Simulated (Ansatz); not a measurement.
A user runs Ansatz (a program for electronic structure) on MgB2 (P6/mmm, 3 atoms in the cell) and asks whether the run is sound. The aim is a self-consistent single point with DFT, LDA (PW92), plane waves, PAW files made with PBE.

Cell that was meant: a = 2.9886 Å, b = 2.9886 Å, c = 3.4357 Å, α = 90.00°, β = 90.00°, γ = 120.00°.

Part of the input:

Ansatz 0.2 input:
```yaml
    - { symbol: Mg, position: [0.00000000, 0.00000000, 0.00000000] }
    - { symbol: B, position: [0.66666700, 0.33333300, 0.50000000] }
    - { symbol: B, position: [0.33333300, 0.66666700, 0.50000000] }
basis:
  ecutwfc: 105.0
kpoints:
  mp_grid:
    grid: [10, 10, 8]
[...]
scf:
  occupations:
    method: methfessel_paxton
    width: 0.2
output:
  forces: true
  eigenvalues: true
```

Output, abridged:

```
   [... lines left out ...]
PAW frozen core: B, regenerated for the run's functional, and the local potential with it
Initial density: superposition of atomic densities (chi_scale 0.1, normalization cell, long waves kept (reshape's long-wave potential 0.00 eV rms))
Initial wavefunctions: pseudopotential atomic-orbital guess
Eigensolver: davidson
Functional: x = slater, c = lda
SCF iter   1: F=—  HF=-2106.297900 eV  |F-HF|=—  |Δ(HF+E_count)|=         —  Δρ=4.45e-1  dr2=2.14e1  ethr=3.10e-3  ⟨swp⟩=2.5  Hψ=3413  notcnv=0
all-band conjugate gradients solve this SCF's bands
preconditioner: auto → none
SCF iter   2: F=—  HF=-2086.074734 eV  |F-HF|=—  |Δ(HF+E_count)|=    2.02e1  S|Δr|=    0.00e0  Δρ=2.16e-1  dr2=6.18e0  ethr=3.10e-3  ⟨swp⟩=2.8  Hψ=2330  notcnv=0  defer=1
   [... lines left out ...]
SCF iter   6: F=—  HF=-2079.651173 eV  |F-HF|=—  |Δ(HF+E_count)|=   1.80e-4  S|Δr|=    0.00e0  Δρ=1.52e-4  dr2=3.13e-6  ethr=3.51e-6  ⟨swp⟩=2.0  Hψ=1051  notcnv=0  defer=5
SCF iter   7: F=—  HF=-2079.651171 eV  |F-HF|=—  |Δ(HF+E_count)|=   1.94e-6  S|Δr|=    0.00e0  Δρ=5.95e-6  dr2=4.43e-9  ethr=6.25e-10  ⟨swp⟩=2.9  Hψ=3748  notcnv=0
SCF iter   8: F=-2079.651171 eV  HF=-2079.651171 eV  |F-HF|=5.00e-12  |Δ(HF+E_count)|=   1.27e-9  S|Δr|=    0.00e0  Δρ=2.77e-7  dr2=1.27e-11  ethr=2.77e-11  ⟨swp⟩=1.0  Hψ=2510  notcnv=0
SCF 1 converged in 8 iterations: F = -2079.651171 eV  dr2 = 1.27e-11
Stability not checked (fill_not_monotonic)
Free energy (F): -2079.651171 eV
Internal energy: -2079.650576 eV  (E = F + TS)
E sigma→0 (E₀):  -2079.651022 eV
Entropy (-TS):   -0.000596 eV (-0.199 meV/atom)
Fermi energy:    11.034348 eV
--- Forces (eV/Å), atoms counted from 1 ---
  atom   1  Mg     0.00000000     0.00000000     0.00000000
   [... zero for the other atoms too ...]
--- Stress (GPa, compression-positive) ---
       34.386156      -0.000000       0.000000
       -0.000000      34.386156       0.000000
        0.000000       0.000000     -65.221918
  P = ⅓ Tr σ = 1.1835 GPa (11.835 kbar)
  The stress holds the Pulay correction. Without it, at fixed plane waves, as pw.x and ABINIT print it: P = -2146.7018 GPa
```

Question: Is anything amiss in this input, and did it matter?

Answer: The run is not sound. The fault is a basis or grid far too coarse for these potentials. Far below the cutoff that the potentials were made for, the basis cannot represent the orbitals near the nuclei, and energies, forces and above all the stress go wrong. To fix it, restore the cutoff that the potentials need and check convergence. The run converged in 8 iterations without an error; against the sound input the free energy rises by 40.6 eV/atom and the pressure goes from 7.09 to 1.18 GPa. At a fixed set of plane waves, without the program's Pulay estimate, the pressure is -2146.70 GPa against 6.94 GPa.

The sound input it was made from differs as follows (other fixes are possible):
```diff
-basis:
-  ecutwfc: 105.0
-    width: 0.2
+    width: 0.0147 Ry
```

With that input, the run converged in 6 iterations: free energy E − TS (on the zero of these files) -2201.5703 eV; Fermi level (on the code's own zero) 10.02 eV; pressure 7.09 GPa (DFT, LDA (PW92), plane waves, PAW files made with PBE).

On the sound input: the starting cell comes from a database of computed structures (which also holds hypothetical and non-ambient phases and stackings), without a prior relaxation at this level. Its lattice was rescaled by a random factor within 2.5 % of one. With a pressure of about 7 GPa the cell is away from its equilibrium volume at this level. Ansatz's pressure includes its estimate of the finite-basis (Pulay) stress.
